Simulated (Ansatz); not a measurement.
Consider WSe$_{2}$ in the 2H-MoS2 type structure (space group P6_3/mmc, No. 194; a = 3.2305 Å, c = 12.4113 Å; layered, stacked along the Cartesian z axis).

Levels (all Ansatz, an electronic-structure program, PAW): PBEsol-D3(BJ) (420 eV, no SOC); r2SCAN (500 eV, no spin-orbit coupling).

Its gap is 0.67 eV with PBEsol-D3(BJ) and 0.83 eV with r2SCAN.

Modification: cell and atoms relaxed at a pressure of 3 GPa.

With PBEsol-D3(BJ) the gap becomes 0.54 eV.

Question: If the r2SCAN correction stayed the same, what would the r2SCAN gap be, and what does the r2SCAN run give?

Answer: A rigid correction of +0.16 eV gives 0.70 eV. The r2SCAN run gives 0.69 eV, so the two effects roughly add.

Single points use the geometry relaxed with PBEsol-D3(BJ). With W present, leaving out spin-orbit coupling can change the band edges. Load acts through the strain it causes; cell and atoms are relaxed under it. Stability against distortions was not tested.
